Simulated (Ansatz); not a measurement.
Hypothetical zinc blende LuN, response to strain and stress

Take LuN in the zinc blende structure (space group F-43m, No. 216; a = 5.0723 Å; a hypothetical phase, not in the database extracts checked) as the base. Axes: x, y, z lie along the cube axes.

Strains are applied to the cell and any free atomic positions relax; under stress the whole cell relaxes.

Calculations: Ansatz (a first-principles code), PBEsol, PAW, cutoff 420 eV, no SOC.

Task: Only one of these has a direct gap. Which?
A. tensor shear ε_xy = −3.10 %
B. tensor shear ε_xz = +1.45 %
C. uniaxial stress, 5 GPa tension along x

Result: C, uniaxial stress, 5 GPa tension along x. Computed: uniaxial stress, 5 GPa tension along x: direct at M; tensor shear ε_xz = +1.45 %: indirect, X → Γ; tensor shear ε_xy = −3.10 %: indirect, X → Γ

Stability under load was not tested beyond the relaxation. k-point labels follow each cell's own Brillouin zone.
